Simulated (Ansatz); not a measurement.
PbI₂ (P6₃mc, No. 186, 12 atoms in the cell; start mp-567542), treated with PBE0 (plane waves, PAW; Ansatz, a program for electronic structure).

Settings: plane-wave cutoff 460 eV, 6×6×1 k mesh (along the axes of the cell as run), Fermi–Dirac smearing 0.01 eV, scalar-relativistic PAW data made under PBE.

Cell (relaxed with PBEsol):

```xyz
12
Lattice="4.5411 0.0000 0.0000 -2.2706 3.9327 0.0000 0.0000 0.0000 28.3461" Properties=species:S:1:pos:R:3 pbc="T T T"
Pb     0.0000     2.6218    21.2649
Pb     2.2706     1.3109     7.0919
Pb     0.0000     2.6218    -0.0052
Pb     2.2706     1.3109    14.1678
I      0.0000     2.6218     5.2301
I      2.2706     1.3109    19.4031
I      0.0000     0.0000    23.1274
I      0.0000     0.0000     8.9544
I      0.0000     0.0000     1.8563
I      0.0000     0.0000    16.0294
I      2.2706     1.3109    26.4782
I      0.0000     2.6218    12.3052
```

**Question.** Estimate the band gap that the calculation returns.

**Answer.** 
- band gap = 3.61 eV (on the SCF k mesh)

Note: cell and atoms aren't relaxed at this level (pressure 1.2 GPa).

Spin–orbit coupling is not included; with these elements it can move the gap by several tenths of an eV or more.

Computed values are for the static lattice.

Computing time: around 13 core-minutes (rough).

A start named mp-… is a Materials Project structure, which need not be a measured phase.
